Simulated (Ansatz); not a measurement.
The parent structure is WTe₂ (space group Fm-3m, No. 225; a = 6.569 Å; a hypothetical phase, not in the database extracts checked).

Structures relaxed with Ansatz (an electronic-structure program) PBEsol, no spin-orbit coupling, earlier PAW set.

Base:

Simulated powder pattern, Co Kα, λ = 1.79026 Å (kinematic, ideal powder, no thermal factors, no anomalous dispersion; the 10 strongest lines at most, above 2 %, up to 2θ = 90°):

```csv
2θ (°),I/Imax (%),hkl
27.30,45,(111)
31.63,3.0,(200)
45.34,100,(220)
53.73,23,(311)
66.05,17,(400)
72.87,9.9,(331)
83.75,37,(422)
```

The change: Hf takes the place of W on all its sites; the structure is relaxed again.

After the change:

Simulated powder pattern, Co Kα, λ = 1.79026 Å (kinematic, ideal powder, no thermal factors, no anomalous dispersion; the 10 strongest lines at most, above 2 %, up to 2θ = 90°):

```tsv
2θ (°)	d (Å)	I/Imax (%)	hkl
25.64	4.035	42	(111)
29.69	3.494	3.5	(200)
42.48	2.471	100	(220)
50.28	2.107	23	(311)
61.64	1.747	17	(400)
67.88	1.603	9.6	(331)
77.73	1.426	36	(422)
83.45	1.345	7.7	(333)
```

The indices refer to each structure's own conventional cell; one index is shown for lines that coincide.

No phonon test of stability was made. As relaxed here, HfTe2 is a hypothetical phase, not in the database extracts checked. The final runs are not spin-polarised. WTe2 has a high density of states at the Fermi level and may be magnetic at this level.
